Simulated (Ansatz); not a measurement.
A computed series for BP: response to strain

Base system: BP in the zinc blende structure (space group F-43m, No. 216; a = 4.491 Å). Axes: x, y, z lie along the cube axes.

Strains are applied to the cell and any free atomic positions relax; under biaxial strain the out-of-plane vector relaxes too.

Calculations: LDA/PAW in Ansatz (a quantum-chemistry and plane-wave program), no spin-orbit coupling.

Candidates:
(a) biaxial strain +0.50 %, plane normal [001], relaxed out of plane
(b) biaxial strain −2.00 %, plane normal [001], relaxed out of plane
(c) biaxial strain −0.50 %, plane normal [001], relaxed out of plane

For the base:

- Band gap: 1.14 eV

### Question
Order them by band gap, lowest first.

### Answer
(b) biaxial strain −2.00 %, plane normal [001], relaxed out of plane (0.88 eV), (a) biaxial strain +0.50 %, plane normal [001], relaxed out of plane (1.04 eV), (c) biaxial strain −0.50 %, plane normal [001], relaxed out of plane (1.08 eV)

No phonon test of stability was made.
